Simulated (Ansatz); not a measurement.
The reference is MoTe2 in the 2H-MoS2 type structure (space group P6_3/mmc, No. 194; a = 3.497 Å, c = 13.696 Å; layered, stacked along the Cartesian z axis).

Computed with DFT with PBE-D3(BJ), PAW potentials and a 420 eV plane-wave cutoff in Ansatz (a first-principles code), no spin-orbit coupling.

For the base:

The volume per atom is 24.17 Å³ and the band gap comes out as 0.60 eV.

Now apply this change: a negative pressure, −1 GPa.

Question: What happens to the volume per atom?

Answer: The volume per atom rises by 0.63 Å³ to 24.80 Å³.

Question: What does the calculation give for the band gap after the change?

Answer: The band gap rises by 0.08 eV, from 0.60 eV to 0.68 eV.

With Te present, leaving out spin-orbit coupling can change the band edges. Load acts through the strain it causes; cell and atoms are relaxed under it. Whether these cells are dynamically stable was not tested. The program warned that a D3 coordination switch lies within reach, so dispersion energies are less smooth here.
